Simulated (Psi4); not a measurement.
Psi4 1.11, BP86/def2-svp: CC[SH+]CC, charge +1, multiplicity 1, 16 atoms. The geometry is a generated start, not checked to be a minimum at this level.

| Quantity | Result |
|---|---|
| task | energy |
| method | bp86 |
| basis | def2-svp |
| memory | 3 GB |
| maxiter | 100 |
| keys of the molecule block | symmetry c1 |
| scf_type | df (default) |
| e_convergence | 1e-06 (default) |
| d_convergence | 1e-06 (default) |
| dft_radial_points | 75 (default) |
| dft_spherical_points | 302 (default) |
| basis functions | 129 |
| grid points | 339782 |

```xyz
16

C      2.7024     0.4022    -0.2160
C      1.4546    -0.4278     0.0029
S      0.0029     0.6674     0.3200
C     -1.4029    -0.5337     0.2278
C     -2.7245     0.2043     0.2299
H      3.5509    -0.2656    -0.3419
H      2.6243     1.0184    -1.1089
H      2.9054     1.0435     0.6381
H      1.2271    -1.0567    -0.8554
H      1.5482    -1.0442     0.8974
H     -0.1120     1.1579    -0.9378
H     -1.2728    -1.1373    -0.6686
H     -1.3008    -1.1572     1.1146
H     -3.5330    -0.5242     0.2301
H     -2.8321     0.8211     1.1188
H     -2.8376     0.8319    -0.6509
```

Charge 1 and multiplicity 1 are set for this test and not shown to be the ground state.

With the defaults (diis = true, scf_initial_accelerator = adiis, damping_percentage = 0, guess = auto, which took SAD, diis_start = 1, soscf = false, soscf_start_convergence = 0.01, level_shift = 0, level_shift_cutoff = 0.01, diis_max_vecs = 10) it converges in 9 SCF iterations. One run each on 2 threads, with these changes:
- guess = sadno
- soscf = true, soscf_start_convergence = 0.1
- diis_start = 4
- diis = false, scf_initial_accelerator = none, damping_percentage = 60
- diis_max_vecs = 3
- level_shift = 0.1, level_shift_cutoff = 0.001
- guess = sapgau
- guess = gwh
- level_shift = 0.5, level_shift_cutoff = 0.001

Name the settings that don't reach the solution of the defaults.

No convergence: diis = false, scf_initial_accelerator = none, damping_percentage = 60 (the run ends without SCF convergence in 100 iterations). The rest reach the solution of the defaults.

```json
[
 {"setting": "soscf = true, soscf_start_convergence = 0.1", "SCF iterations": "6", "JK calls": "22", "end": "same solution"},
 {"setting": "level_shift = 0.1, level_shift_cutoff = 0.001", "SCF iterations": "8", "JK calls": "9", "end": "same solution"},
 {"setting": "the defaults", "SCF iterations": "9", "JK calls": "10", "end": "same solution"},
 {"setting": "level_shift = 0.5, level_shift_cutoff = 0.001", "SCF iterations": "9", "JK calls": "10", "end": "same solution"},
 {"setting": "guess = sapgau", "SCF iterations": "10", "JK calls": "10", "end": "same solution"},
 {"setting": "guess = sadno", "SCF iterations": "10", "JK calls": "10", "end": "same solution"},
 {"setting": "diis_max_vecs = 3", "SCF iterations": "13", "JK calls": "14", "end": "same solution"},
 {"setting": "guess = gwh", "SCF iterations": "14", "JK calls": "14", "end": "same solution"},
 {"setting": "diis_start = 4", "SCF iterations": "15", "JK calls": "16", "end": "same solution"},
 {"setting": "diis = false, scf_initial_accelerator = none, damping_percentage = 60", "SCF iterations": "100", "JK calls": "101", "end": "no convergence"}
]
```

An SOSCF iteration holds several JK calls; a Hückel guess adds calls on atoms.
